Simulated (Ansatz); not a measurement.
## Ansatz run on NaCl (Fm-3m, 2 atoms in the cell): self-consistent single point

Computed with PBE (plane waves, PAW; Ansatz, a quantum-chemistry and plane-wave program).

Input:

Ansatz 0.2 input:
```yaml
# NaCl
crystal:
  lattice:
    - [0.000000, 2.828460, 2.828460]
    - [2.828460, 0.000000, 2.828460]
    - [2.828460, 2.828460, 0.000000]
  atoms:
    - { symbol: Na, position: [0.000000, 0.000000, 0.000000] }
    - { symbol: Cl, position: [0.500000, 0.500000, 0.500000] }
basis:
  ecutwfc: 30.9 Ry
kpoints:
  mp_grid: { grid: [8, 8, 8] }
hamiltonian:
  xc: pbe
  pseudopotentials: { kind: paw }
scf:
  occupations: { method: fermi_dirac, width: 0.0007 Ry }
output:
  forces: true
  eigenvalues: true
  stress: true
```

Log, with long lists cut:

```
WARN ansatz: RAYON_NUM_THREADS=1 ignored (pool sized by the plan → 1); use --threads N
Pseudopotentials: kind: paw
Pseudopotential: Na, paw, valence charge 9
Pseudopotential: Cl, paw, valence charge 7
Crystal: 2 atoms, lattice volume = 45.256 Å³
Basis set: ecut = 420.4159175005146 eV, 893 PW (Γ), exchange–correlation on 54×54×54 points (8 copies of the dense FFT grid, shifted against one another)
Bands: 12, of which v1, the nominal top of the filled ones, is band 8 counted from 1 (7 counted from 0)
Symmetry: 48 space group operations
Space group: Fm-3m (ITA 225), of the structure as read, at distance tolerance 3.6e-5 Å
k-points: 29 of 512
Initial density: superposition of atomic densities (neutral atoms: chi_scale 0, normalization atom), corrected by the library's trained network
Initial wavefunctions: pseudopotential atomic-orbital guess
Eigensolver: davidson
Functional: x = pbe(κ = 0.804, μ = 0.2195149727645171), c = pbe(β = 0.06672455060314922)
SCF iter   1: F=—  HF=-2569.553651 eV  |F-HF|=—  |Δ(HF+E_count)|=         —  Δρ=9.34e-4  dr2=5.50e-4  ethr=1.77e-3  ⟨swp⟩=6.0  Hψ=2041  notcnv=0
all-band conjugate gradients solve this SCF's bands
preconditioner: auto → none
SCF iter   2: F=—  HF=-2569.553769 eV  |F-HF|=—  |Δ(HF+E_count)|=   1.18e-4  Δρ=1.05e-3  dr2=7.49e-4  ethr=3.43e-6  ⟨swp⟩=2.0  Hψ=901  notcnv=0
SCF iter   3: F=—  HF=-2569.553568 eV  |F-HF|=—  |Δ(HF+E_count)|=   2.01e-4  Δρ=5.20e-4  dr2=1.90e-4  ethr=3.43e-6  ⟨swp⟩=2.2  Hψ=500  notcnv=0
SCF iter   4: F=—  HF=-2569.553511 eV  |F-HF|=—  |Δ(HF+E_count)|=   5.71e-5  Δρ=1.96e-4  dr2=2.78e-5  ethr=1.19e-6  ⟨swp⟩=2.2  Hψ=420  notcnv=0
SCF iter   5: F=—  HF=-2569.553540 eV  |F-HF|=—  |Δ(HF+E_count)|=   2.96e-5  Δρ=4.77e-5  dr2=1.62e-6  ethr=1.74e-7  ⟨swp⟩=2.0  Hψ=444  notcnv=0
SCF iter   6: F=—  HF=-2569.553540 eV  |F-HF|=—  |Δ(HF+E_count)|=   4.04e-7  Δρ=2.00e-5  dr2=2.83e-7  ethr=1.01e-8  ⟨swp⟩=2.2  Hψ=440  notcnv=0
SCF iter   7: F=-2569.553540 eV  HF=-2569.553540 eV  |F-HF|=1.84e-8  |Δ(HF+E_count)|=   8.52e-8  Δρ=6.01e-6  dr2=2.52e-8  ethr=6.25e-10  ⟨swp⟩=4.0  Hψ=1033  notcnv=0
SCF 1 converged in 7 iterations: F = -2569.553540 eV  dr2 = 2.52e-8
SCF converged after 7 iterations
Free energy (F): -2569.553540 eV
Harris-Foulkes:  -2569.553540 eV  (|F-HF|=1.84e-8)
Internal energy: -2569.553540 eV  (E = F + TS)
E sigma→0 (E₀):  -2569.553540 eV
Fermi energy:    3.579005 eV
--- Per-component energies (eV) ---
  E_band       = -235.774233
  E_kinetic    = 283.007387
  E_local      = -1534.117672  (includes V_loc(G=0)·N_el)
  E_nonlocal   = 143.560758
  E_hartree    = 540.945161
  E_xc         = -147.054297
  E_vxc        = -173.333765  (∫ρ·V_xc dr)
  E_paw        = -922.541359  (= ΣΔE_a)
  E_vpaw       = -36.783953  (= ΣTr[D̂ρ^β])
  E_aug_tail   = 0.000072  (compensation charges beyond the density's cutoff)
  E_ewald      = -933.353589
  E_smearing   = -0.000000  (= −TS)
  E_closure    = -0.000000  (closes the sum)
  Σ components = -2569.553540   (vs F -2569.553540, Δ=0.00e0)
--- Forces (eV/Å), atoms counted from 1 ---
  atom   1  Na    -0.00000000     0.00000000     0.00000000
  atom   2  Cl     0.00000000    -0.00000000     0.00000000
  max |Σ_I F_I| component: 1.89e-30 eV/Å
--- Stress (GPa, compression-positive) ---
        0.510605      -0.000000       0.000000
        0.000000       0.510605       0.000000
       -0.000000      -0.000000       0.510605
  P = ⅓ Tr σ = 0.5106 GPa (5.106 kbar)
  The stress holds the Pulay correction. Without it, at fixed plane waves, as pw.x and ABINIT print it: P = 0.5072 GPa
--- Band table (eV; the first three rows and the last of 29) ---
  k-point 0: bands = ["-47.8897", "-19.8003", "-19.8003", "-19.8003", "-11.5993", "1.0369", "1.0369", "1.0369", "6.1098", "12.0618", "12.0618", "12.0618"]
  k-point 1: bands = ["-47.8895", "-19.8045", "-19.8006", "-19.8006", "-11.5539", "0.6743", "0.9971", "0.9971", "6.6016", "11.5420", "12.2484", "12.2484"]
  k-point 2: bands = ["-47.8893", "-19.8144", "-19.8014", "-19.8014", "-11.4414", "-0.0423", "0.9041", "0.9041", "7.5747", "10.9901", "12.3249", "12.3249"]
  k-point 28: bands = ["-47.8887", "-19.8138", "-19.8138", "-19.8101", "-11.2110", "-0.1303", "-0.1303", "0.2974", "9.7975", "10.6853", "10.6853", "12.3037"]
```

The run converged in 7 iterations.

The starting cell has typed, rounded lattice constants, without a prior relaxation at this level. Its lattice was rescaled by up to half a per cent. Ansatz's pressure includes its estimate of the finite-basis (Pulay) stress.
